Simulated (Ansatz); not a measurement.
Consider LiTaS$_{2}$ (space group P6_3/mmc, No. 194; a = 3.348 Å, c = 12.916 Å; a cell from a computed database, its experimental status unchecked).

Computed with Ansatz (an electronic-structure program) r2SCAN, no spin-orbit coupling, earlier PAW set.

For the base:

* **Volume per atom**: 15.68 Å³
* **Gap character**: indirect, Γ → K–Γ (45 % along)

Now apply this change: cell and atoms relaxed at a pressure of 4.5 GPa.

How does this affect the volume per atom?

The volume per atom drops by 0.70 Å³ (15.68 Å³ → 14.98 Å³).

What does the calculation give for the gap character after the change?

The gap character is still indirect, Γ → K–Γ (45 % along).

Predict the new valence-band top at Γ.

The valence-band top at Γ (three highest levels, from the VBM) is 0.00, -1.15, -2.99 eV.

With Ta present, leaving out spin-orbit coupling can change the band edges. Load acts through the strain it causes; cell and atoms are relaxed under it. No phonon test of stability was made.
